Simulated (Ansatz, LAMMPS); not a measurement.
**Si well of 9 atomic layers along [001] in random Si0.5Ge0.5, interfaces sharp**

Cell 16.85 × 16.85 × 49.99 Å, Si402Ge246, 648 atoms. Prepared with Tersoff's 1989 multicomponent potential (SiCGe.tersoff) (LAMMPS): minimisation. 

All values below come from PBE, support functions at accuracy medium on the grid of 370 eV (norm-conserving potentials; Ansatz, an electronic-structure program).

Basis: localised support functions (accuracy medium) on a full density matrix. k-points: zone centre alone; occupations: Fermi-Dirac, 0.010 eV; spin polarisation not allowed. No spin-orbit coupling.

```json
{
 "Kohn-Sham gap of the cell on its k-mesh": "0.25 eV",
 "weight_of_the_highest_filled_level_on_the_well": "0.21",
 "weight_of_the_lowest_empty_level_on_the_well": "0.92",
 "coordination (neighbours within 2.874 Å)": "100.0 % 4-fold",
 "Ge-Ge bonds, mean ± spread": "2.479 ± 0.007 Å",
 "Ge-Si bonds, mean ± spread": "2.432 ± 0.009 Å",
 "Si-Si bonds, mean ± spread": "2.391 ± 0.009 Å",
 "bond angles, mean ± spread": "109.5° ± 1.3°",
 "pressure": "-1.01 GPa",
 "cost_of_the_final_run": "around 19 core-minutes (rough), 14 SCF iterations, 13 GiB"
}
```
